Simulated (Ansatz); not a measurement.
The parent structure is Si in the diamond structure (space group Fd-3m, No. 227; a = 5.470 Å).

(Cell as relaxed with PBE.)

Levels (all Ansatz, a quantum-chemistry and plane-wave program, PAW, earlier PAW set): PBE (420 eV, scalar-relativistic without spin-orbit coupling); r2SCAN (500 eV, no spin-orbit coupling).

Each level relaxes its own structure.

```
base                      PBE    r2SCAN
-------------------  --------  --------
volume per atom      20.46 Å³  20.17 Å³
lattice parameter a   5.470 Å   5.444 Å
band gap              0.61 eV   0.78 eV
```

One thing is altered: a negative pressure, −1 GPa.

```csv
quantity,PBE,r2SCAN
band gap,0.63 eV,…
smallest direct gap,2.55 eV,…
"hole mass (degenerate bands, along [100])","0.15, 0.27, 0.27 mₑ (at Γ)",…
lattice parameter a,5.491 Å,…
```

Problem. What does r2SCAN give?

Solution. 
- band gap, r2SCAN: 0.79 eV
- smallest direct gap, r2SCAN: 2.73 eV
- hole mass (degenerate bands, along [100]), r2SCAN: 0.17, 0.25, 0.25 mₑ (at Γ)
- lattice parameter a, r2SCAN: 5.463 Å

PBE's band gap lies 0.16 eV below r2SCAN's; PBE's smallest direct gap lies 0.187 eV below r2SCAN's; PBE's lattice parameter a lies 0.028 Å above r2SCAN's (0.5 %). Neither level is exact; r2SCAN is the comparison here, not a measurement.

Load acts through the strain it causes; cell and atoms are relaxed under it. Masses are band curvatures over ±0.01 Å⁻¹ around the edge. Stability against distortions was not tested.
